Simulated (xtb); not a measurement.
xtb 6.7.1, GFN2-xTB: Fe(SH)(hfac) (FC(F)(F)C1=CC(=[O]->[Fe]([SH])[O]1)C(F)(F)F), charge 0, multiplicity 5, 17 atoms. The geometry is a generated start, not checked to be a minimum at this level.

```json
{
  "method": "GFN2-xTB",
  "--acc": "1 (default)",
  "--etemp (K)": "300 (default)",
  "detailed input (--input)": "none: ANC optimiser, Lindh (1995) Hessian, microcycle=20, maxdispl=1.0, hlow=0.01 (default)",
  "basis_functions": "74",
  "valence_electrons": "90"
}
```

```xyz
17

Fe     1.4491     2.2086    -0.4208
S      0.4710     4.1058     0.2527
H      0.7751     4.0357     1.5506
F     -0.1711    -0.3667     3.2837
C      0.4141    -1.0838     2.3163
F     -0.2414    -2.2444     2.2355
F      1.6566    -1.3610     2.7317
C      0.4439    -0.2912     0.9912
C     -0.2443    -0.8146    -0.1059
C     -0.2722    -0.1267    -1.3240
C     -1.0400    -0.8346    -2.4639
F     -1.1494    -0.0748    -3.5491
F     -0.4144    -1.9669    -2.8298
F     -2.2776    -1.1847    -2.0887
O      0.2647     0.9738    -1.5904
O      1.1000     0.7796     1.0282
H     -0.7641    -1.7541    -0.0174
```

Charge 0 and multiplicity 5 are set for this test and not shown to be the ground state. GFN-xTB has no spin term: --uhf 4 sets the occupations alone.

The structure is relaxed from this start with --opt LEVEL for the levels crude, sloppy, loose, lax, normal, tight, vtight, extreme, once each. Up to the end of the extreme run atoms move by at most 1.1 Å along an axis.

Q: Which level is enough to come within 1 meV of the tightest end point?

A: vtight: 92 cycles against 94, ending 0.0031 meV above.

```csv
level,cycles,energy above the extreme run (meV),gradient norm (eV/Å)
crude,1,16,0.18
sloppy,1,16,0.18
loose,1,16,0.18
lax,4,12,0.093
normal,8,11,0.027
tight,18,11,0.015
vtight,92,under 0.01,0.0053
extreme,94,—,0.0017
```
